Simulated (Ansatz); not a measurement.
Structures of equal composition on the (111) surface of fcc Ir: a layer of Al in place of the second plane; a layer of Al in place of the third plane. The slabs share one bottom face, and each structure is named by its start. These are constructed structures in small cells; real faces may alloy, dewet or reconstruct in larger ones, and not all known structures of the face are among them. Slabs of about 11 Å, Fermi-Dirac smearing of 0.1 eV. Bottom of the slabs: a bare face, its two planes held. Relaxed from the named starts with such symmetry as they have, on meshes of like density; energies extrapolated to zero smearing; spin only where a row says so; no spin-orbit coupling, no U. Brackets mark spin-polarised runs, whose order is one that fits the cell.

Level of theory: PBE (plane waves to 420 eV, PAW; Ansatz, an electronic-structure program).

Rank these by energy per 1x1 cell (lowest first), as PBE gives it.

a layer of Al in place of the second plane (0.000 eV), a layer of Al in place of the third plane (0.664 eV)
